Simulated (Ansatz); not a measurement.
Start from Ag in the fcc (Cu type) structure (space group Fm-3m, No. 225; a = 4.149 Å; relaxed with 0.1 eV smearing).

Computed with PBE (Ansatz, a quantum-chemistry and plane-wave program), spin-orbit coupling left out, earlier PAW set.

Before the change:

| Property | Result |
|---|---|
| Pressure | 0.0 GPa |

One thing is altered: the cell is scaled by 1.0255 in all directions; the atoms relax in the strained cell.

Problem. Predict the new pressure.

Solution. The pressure goes from zero to -5.5 GPa.

Problem. How does this affect the energy relative to the base?

Solution. The energy goes up by 26 meV/atom.

Whether these cells are dynamically stable was not tested.
